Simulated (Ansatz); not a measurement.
Input and output of a zone-centre phonon calculation for Al3Sc (Pm-3m, 4 atoms in the cell) (Ansatz, a first-principles code).

Method: PBE, PAW files (plane waves; Ansatz).

```yaml
crystal:
  lattice:
    - [4.07827, 0.00000, 0.00000]
    - [0.00000, 4.07827, 0.00000]
    - [0.00000, 0.00000, 4.07827]
  atoms:
    - { symbol: Sc, position: [0.00000, 0.00000, 0.00000] }
    - { symbol: Al, position: [0.00000, 0.50000, 0.50000] }
    - { symbol: Al, position: [0.50000, 0.00000, 0.50000] }
    - { symbol: Al, position: [0.50000, 0.50000, 0.00000] }
```

Reference input (self-consistent single point, DFT, PBE, plane waves, PAW files): basis.ecutwfc = 420 eV; kpoints.mp_grid.grid = 8 8 8; hamiltonian.xc = pbe; hamiltonian.pseudopotentials = {kind: paw} (an earlier, softer set of the program's PAW files); scf.occupations.method = gaussian; scf.occupations.width = 0.272 eV. This run's input differs from it in these lines:

```diff
@@ -24,6 +24,4 @@
     width: 0.272
-output:
-  forces: true
-  eigenvalues: true
-  stress: true
+phonons:
+  method: dfpt
```

Output (repeated stretches shortened):

```
SCF iter   1: F=—  HF=-3750.451467 eV  |F-HF|=—  |Δ(HF+E_count)|=         —  Δρ=2.61e-2  dr2=9.08e-1  ethr=3.10e-3  ⟨swp⟩=5.6  Hψ=20317  notcnv=0
all-band conjugate gradients solve this SCF's bands
automatic band count: the SCF goes on with 18 bands, as 14 were too few: they end inside the smearing window of the response
preconditioner: auto → Kerker (q_TF=auto, 2.226 Å⁻¹)
   [... lines left out ...]
SCF iter   6: F=—  HF=-3750.153744 eV  |F-HF|=—  |Δ(HF+E_count)|=   1.68e-6  Δρ=2.09e-5  dr2=3.12e-7  ethr=5.97e-8  ⟨swp⟩=2.0  Hψ=2512  notcnv=0  defer=33
SCF iter   7: F=—  HF=-3750.153746 eV  |F-HF|=—  |Δ(HF+E_count)|=   1.29e-6  Δρ=2.75e-6  dr2=4.51e-9  ethr=1.56e-9  ⟨swp⟩=2.5  Hψ=3173  notcnv=0  defer=164
SCF iter   8: F=—  HF=-3750.153746 eV  |F-HF|=—  |Δ(HF+E_count)|=  3.77e-10  Δρ=3.16e-7  dr2=8.08e-11  ethr=2.25e-11  ⟨swp⟩=2.5  Hψ=3294  notcnv=0  defer=164
SCF iter   9: F=-3750.153746 eV  HF=-3750.153746 eV  |F-HF|=4.55e-13  |Δ(HF+E_count)|=  1.05e-11  Δρ=4.76e-8  dr2=1.88e-12  ethr=1.00e-12  ⟨swp⟩=9.3  Hψ=10183  notcnv=0
SCF 1 converged in 9 iterations: F = -3750.153746 eV  dr2 = 1.88e-12
DFPT response loops at Γ: preconditioner auto → Kerker (q_TF=auto, 2.226 Å⁻¹) (partly filled bands, converged f_vac=0.000) …
Free energy (F): -3750.153746 eV
Internal energy: -3750.105303 eV  (E = F + TS)
E sigma→0 (E₀):  -3750.129525 eV
Entropy (-TS):   -0.048442 eV (-12.111 meV/atom)
Fermi energy:    9.288100 eV
--- Phonons (Γ-DFPT): 3 representative perturbations + reference, on 125 of 512 k-points (Σ response iterations 9) ---
  k mesh reduced under 8 symmetry operations, with k and −k counted as one. Each operation leaves every solved displacement unchanged or reverses it
  ASR residual: 3.135e-5 → 0.000e0 eV/Å²; symmetrization residual: 2.311e-6 eV/Å²
  ASR residual per site (eV/Å²): 3.13e-5 2.12e-5 2.12e-5 2.12e-5
  Γ frequencies (cm⁻¹): 0.00 0.00 0.00 240.64 240.64 240.64 259.76 259.76 259.76 339.22 339.22 339.22
  non-analytic LO–TO correction: not included (Born effective charges unavailable; polar crystals: no LO–TO splitting at Γ)
```

The run converged in 9 iterations. 

Summary of the result:
Free energy E − TS (on the zero of these files): -3750.1537 eV
Fermi level (on the code's own zero): 9.29 eV
Zone-centre frequencies (cm⁻¹; negative means imaginary): 0, 0, 0, 241, 241, 241, 260, 260, 260, 339, 339, 339

The starting cell has typed, rounded lattice constants, without a prior relaxation at this level. Its lattice was rescaled by a random factor within 2.5 % of one.

Cost on one core of a shared machine: roughly 70 s.

Keys are those of Ansatz 0.2.
